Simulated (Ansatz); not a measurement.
Base system: CdSe in the wurtzite structure (space group P6_3mc, No. 186).

```xyz
4
Lattice="4.3019 0.0000 0.0000 -2.1510 3.7256 0.0000 0.0000 0.0000 7.0211" Properties=species:S:1:pos:R:3 pbc="T T T"
Cd     2.1510     1.2419     0.0033
Cd     0.0000     2.4837     3.5138
Se     2.1510     1.2419     4.3863
Se     0.0000     2.4837     0.8758
```

Cartesian axes are those of the cell as printed.

Method: PBEsol, PAW, 420 eV (Ansatz, a quantum-chemistry and plane-wave program; no spin-orbit coupling).

Base values:

| Quantity | Result |
|---|---|
| Valence-band top at Γ | 0.00, 0.00, -0.05 eV |
| Band gap | 0.54 eV |

It is then changed as follows: a free-standing slab of 2 layers (8 atoms, 4 a layer) is cut normal to the y axis, with 15 Å of vacuum and the in-plane cell held at bulk.

Question: What happens to the excess energy per area of both faces?

Answer: The excess energy per area of both faces (slab less bulk energy over the cell's area: twice a surface energy) comes out as 0.59 J/m².

Question: Predict the new valence-band top at Γ.

Answer: The valence-band top at Γ (three highest levels, from the VBM) becomes 0.00, -0.38, -0.38 eV (base: 0.00, 0.00, -0.05 eV).

Question: Predict the new band gap.

Answer: The band gap grows by 0.78 eV (0.54 eV → 1.32 eV).

Question: What does the calculation give for the gap character after the change?

Answer: The gap character is direct at Γ.

The excess energy carries the mismatch between the slab's and the bulk's meshes. Whether these cells are dynamically stable was not tested. Labels are those of the standard path for the cell's own space group.
